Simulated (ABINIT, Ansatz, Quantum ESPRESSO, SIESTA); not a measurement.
# Code comparison for WC (P-6m2, 2 atoms in the cell)

Self-consistent single point.

```xyz
2
Lattice="2.9075 0.0000 0.0000 -1.4538 2.5180 0.0000 0.0000 0.0000 2.8306" Properties=species:S:1:pos:R:3 pbc="T T T"
W      0.0000     0.0000     0.0000
C      1.4538     0.8393     1.4153
```

All programs got the same cell, k-point mesh and kind of occupations (in Ansatz's words: kpoints.mp_grid.grid = 13 13 12; scf.occupations.method = fermi_dirac; scf.occupations.width = 0.136 eV); potentials, basis and cutoffs are each program's usual ones.

```tsv
code	model	pressure (GPa)	k-points	cutoff
ABINIT	PBE, PAW (JTH v2.0 PBE PAW)	6.74	147	21 Ha
Quantum ESPRESSO	PBE, PseudoDojo standard norm-conserving (PBE) pseudopotentials	6.49	147	85 Ry
SIESTA	GGA PBE, numerical atomic orbitals DZP, PseudoDojo PBE standard norm-conserving potentials (rewritten from UPF to PSML)	9.14	1021	grid 400 Ry
Ansatz	PBE, PAW files	6.12	147	default
```

The spread over the programs that give each value: pressure within 3.02 GPa.

The starting cell comes from a database of computed structures (which also holds hypothetical and non-ambient phases and stackings), without a prior relaxation at this level. Its lattice was rescaled by a random factor within 2.5 % of one. On Ansatz's run: Spin-orbit coupling is off. Spin polarisation is off. In the base run, with a pressure of about 6 GPa the cell is away from its equilibrium volume at this level.

Task: Why do the programs differ, and what cannot be compared?

Result: Differences of this kind can come from the potentials, where these differ, and from what each basis and cutoff leave unconverged. The zero of total energies and Fermi levels follows the potentials and each program's conventions, so they are not compared here. SIESTA uses small atom-centred bases, whose incompleteness enters pressures, forces and empty levels differently from a plane-wave cutoff. Ansatz's pressure is given at a fixed set of plane waves, as the other plane-wave codes print theirs; with its correction for the finite basis it is 6.35 GPa (the shift of 0.24 GPa shows how far the cutoff is from converged). The programs reduce the same mesh by symmetry to different extents, which changes the work and not the result. In the pressure, SIESTA (by 2.66) lies more than 1 GPa from the median of the plane-wave programs.

Left out of this page: GPAW, Elk and FLEUR (not drawn, or without a comparable value).

Ansatz is an electronic-structure program.

Keys are those of Ansatz 0.2.
